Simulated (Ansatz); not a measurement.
The starting structures come from a database of crystals and need not be the phases stable at ambient conditions.

By PBEsol, the system below comes out a metal.

Crystal: LiC₆ (P6/mmm, not sure to be the ambient phase, 7 atoms a cell, 8.4 Å³ an atom); planes in its conventional cell.

The numbers are results of PBEsol (plane waves, PAW; Ansatz, a program for electronic structure), not measurements.

G/A = (e²/h) × open channels of both spins per area, as a mean over 0.1 eV about the Fermi level, without spin-orbit coupling, for the cells as given.

```csv
plane,area (Å²),G/A (10¹⁵ S/m²)
(110),27.2,0.71
(001),16.1,___
(100),15.7,0.71
```

Task: What belongs in the gaps?

Result: 
- (001), G/A (10¹⁵ S/m²): 0.32
